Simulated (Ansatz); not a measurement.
The band gap in a series of structures.

Cell A: BN (zinc blende, F-43m), 2 atoms in the cell, k-point mesh 16×16×16 on the run's own vectors.
```yaml
crystal:
  lattice:
    - [0.00000, 1.81236, 1.81236]
    - [1.81236, 0.00000, 1.81236]
    - [1.81236, 1.81236, 0.00000]
  atoms:
    - { symbol: B, position: [0.00000, 0.00000, 0.00000] }
    - { symbol: N, position: [0.25000, 0.25000, 0.25000] }
```

Cell B: AlN (wurtzite, P6₃mc), 4 atoms in the cell, k-point mesh 12×12×8 on the run's own vectors.
AlN has the hexagonal space group P6₃mc (No. 186), the wurtzite structure, Pearson symbol hP4. Lattice parameters: a = b = 3.130 Å, c = 5.018 Å, α = β = 90.00°, γ = 120.00°. Al on 2b has 4 N at 1.902–1.915 Å (tetrahedral). N on 2b has 4 Al at 1.902–1.915 Å (tetrahedral). (Neighbours: up to the widest gap in distance over summed covalent radii, below 1.35, at either atom; cation-cation and far metal-metal contacts left out.)

Cell C: GaN (wurtzite, P6₃mc), 4 atoms in the cell, k-point mesh 12×12×8 on the run's own vectors.
```cif
data_Ga2N2
_chemical_formula_sum 'Ga2 N2'
_space_group_name_H-M_alt 'P63mc'
_space_group_IT_number 186
_space_group_name_Hall 'P 6c -2c'
_cell_length_a 3.21837
_cell_length_b 3.21837
_cell_length_c 5.24316
_cell_angle_alpha 90.000
_cell_angle_beta 90.000
_cell_angle_gamma 120.000
loop_
_atom_site_label
_atom_site_type_symbol
_atom_site_symmetry_multiplicity
_atom_site_Wyckoff_symbol
_atom_site_fract_x
_atom_site_fract_y
_atom_site_fract_z
_atom_site_occupancy
Ga1 Ga 2 b 0.66667 0.33333 0.49913 1
N1 N 2 b 0.33333 0.66667 0.37587 1
```

Plane-wave PAW calculations with Ansatz (an electronic-structure program), its default PAW set, cutoff 420 eV, 500 eV for r2SCAN. The structures are at rest with PBE; other levels are single points on them. HSE06 runs on coarser k-point meshes, which give the PBE gaps of the finer ones within 0.03 eV. Neutral cells; Fermi-Dirac smearing of at most 0.05 eV in the solids, energies taken to zero width. The lattices are those relaxed with PBE, so at other levels the solids can be strained, which adds to the spread. Spin-orbit coupling is left out. A dispersion term ran beside these levels; it doesn't touch the electrons. Gaps are highest filled to lowest empty Kohn-Sham level on the run's k-point mesh, states of defects and surfaces included; edges off the mesh make the true gap smaller, and under 0.08 eV counts as none.

Task: What does PBE give for the band gap of each cell (eV)?

Result: 
| system | PBE |
|---|---|
| A | 4.46 (indirect) |
| B | 4.03 (direct) |
| C | 1.71 (direct) |

With PBE the value is lowest for C and highest for A.

Task: Does the picture change with the functional?

Result: 
```json
[
 {"cell": "A", "r2SCAN": "4.99 (indirect)", "HSE06": "5.78"},
 {"cell": "B", "r2SCAN": "4.67 (direct)", "HSE06": "5.38"},
 {"cell": "C", "r2SCAN": "2.12 (direct)", "HSE06": "2.94"}
]
```

With r2SCAN the value is lowest for C and highest for A. With HSE06 the value is lowest for C and highest for A.
